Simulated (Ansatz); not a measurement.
Consider this model of amorphous Si24O48Ru.

```xyz
73
Lattice="10.0247 -0.1683 -0.0376 -0.1683 10.4617 -0.3918 -0.0376 -0.3918 10.7186" Properties=species:S:1:pos:R:3 pbc="T T T"
Si     0.0655     9.5403     1.3227
Si     3.8747    10.0239     5.4052
Si     0.4334     5.8474     7.0208
Si     4.9150     2.4028     6.6293
Si     4.4847     6.6234     0.4378
Si     8.0817     5.6956     4.8302
Si     6.6262     9.0185     7.9056
Si     5.0753     0.8806     3.0712
Si     9.5246     9.4026     8.9291
Si     0.6708     4.2814     8.7732
Si     8.7585     1.7277     8.5536
Si     5.5413     7.2737     5.8880
Si     4.0374     8.8583     9.3418
Si     2.7055     0.5964     1.0739
Si     7.6031     9.9689     2.8792
Si     2.4334     5.3376     2.3556
Si     7.1265     5.0896     0.7655
Si     1.8930     8.4912     7.0914
Si     4.0642     4.8519     4.8025
Si     6.4008     3.7598     3.4051
Si     7.5625     0.8605     6.1710
Si     2.6678     3.2947     0.1728
Si     9.5629     6.3372     2.0613
Si     5.0518     3.7678     9.5407
O      5.4159     9.5978     8.8593
O      8.8865     1.4798     6.9103
O      7.2505     8.4014     2.9659
O      9.4099     3.1554     8.9698
O      5.0613     3.2916     7.9949
O      1.4038     7.0440     6.5047
O      6.5989     3.9542    10.0998
O      1.5325    10.2075     1.6354
O      3.3007     6.4867     1.5475
O      0.0247     8.0337     1.9050
O      1.7902     3.8651     9.8670
O      6.4302     2.0354     6.1466
O      7.0384     3.9565     1.9252
O      3.1682     8.2430     8.1033
O      1.9276     1.8700     0.4075
O      4.1011     3.4073     5.5985
O      8.5901     5.7935     0.8371
O      7.5040     4.1730     4.5463
O      2.6866     5.2142     3.9784
O      7.9113     0.3560     4.6672
O      2.4005     9.4312     5.8409
O      6.3558     0.0230     2.4576
O      5.1565     4.7938     3.5861
O      0.1692     5.8760     8.6857
O      4.2988     5.1999     9.8750
O      2.8303     3.9322     1.6565
O      9.1055    -0.1589     2.3727
O      5.8085     2.2591     3.5144
O      6.8779    10.0541     6.6743
O     -0.0279     9.4436    -0.2924
O      9.6084     0.5658     9.3304
O      3.9833     1.1341     1.9174
O      4.2729     0.1682     4.2972
O      3.0415     9.8412    10.1197
O      4.8684     8.7038     5.4200
O      4.1466     2.6458    10.3155
O      1.1564     4.3381     7.1633
O      0.6068     9.1430     7.8474
O      8.8900     6.1535     3.5138
O      4.5488     8.1092    -0.2798
O      6.0810     7.5574     7.4080
O      4.4201     6.0797     5.8271
O      6.8614     6.7374     5.1006
O      4.2052     0.9104     6.7740
O      0.8655     5.5767     2.0795
O      9.0914     5.6549     6.1093
O      6.0096     6.2917     1.0362
O      8.0453     8.7724     8.6465
Ru     6.0046     8.4259     1.4186
```

Method: PBE, scalar-relativistic without spin-orbit coupling (plane waves to 420 eV, PAW; Ansatz, a quantum-chemistry and plane-wave program). In the spin-polarised cell the level spacing at the Fermi energy can part levels of unlike spin.

Preparation: random packing, a CHGNet melt and quench, and a DFT relaxation. O atoms were pushed apart under 1.9 Å during the dynamics, to hinder bonds among them. The hot cell started wider than the set density and was brought back towards it in steps. It is the lowest in DFT energy of 2 quenches. It is a model cell: composition and starting density were chosen by hand, and all elements were melted together. No dispersion term was used. Its density started from a set value of 2.33 and ended at 2.28 g/cm³. The quench (nominally 320 K/ps over its main leg) was far faster than any real one, so the model tends to hold more defects than a real film. Values belong to this one cell and scatter from quench to quench. Volume and shape were free in the relaxation.

Neighbours within Si-Si 2.60 Å, Si-O 1.90 Å, Si-Ru 2.83 Å, O-O 1.58 Å, O-Ru 2.33 Å, Ru-Ru 3.21 Å count as bonded. Two cations that share two anions don't count as bonded, nor two that share one unless they lie closer than Si-Si 2.38 Å, Si-Ru 2.75 Å, Ru-Ru 3.12 Å.

Give the coordination numbers, mean bond lengths and angles.


```
Quantity                                                          Value
---------------------------------  ------------------------------------
Mean coordination of Si by anions            3.96 (1 with 3, 23 with 4)
Mean coordination of O                       2.06 (45 with 2, 3 with 3)
Mean coordination of Ru by anions                       4.00 (1 with 4)
Mean Si-O bond                     1.637 Å (spread 0.019 Å, 95 counted)
Mean O-Ru bond                      2.145 Å (spread 0.099 Å, 4 counted)
Bond angle at Si                               mean 109.4°, spread 4.9°
Bond angle at O                               mean 135.8°, spread 21.7°
Bond angle at Ru                              mean 117.0°, spread 40.7°
```

Which atoms depart from the most common coordination of their element?

Si11 has 3 (O28 1.62 Å, O55 1.64 Å, O26 1.67 Å); O46 has 3 (Si8 1.66 Å, Si15 1.71 Å, Ru73 2.17 Å); O64 has 3 (Si5 1.65 Å, Si13 1.65 Å, Ru73 2.26 Å); O71 has 3 (Si17 1.66 Å, Si5 1.67 Å, Ru73 2.17 Å).

List the pairs of like atoms that count as bonded by the rules above.

There are none by these rules.
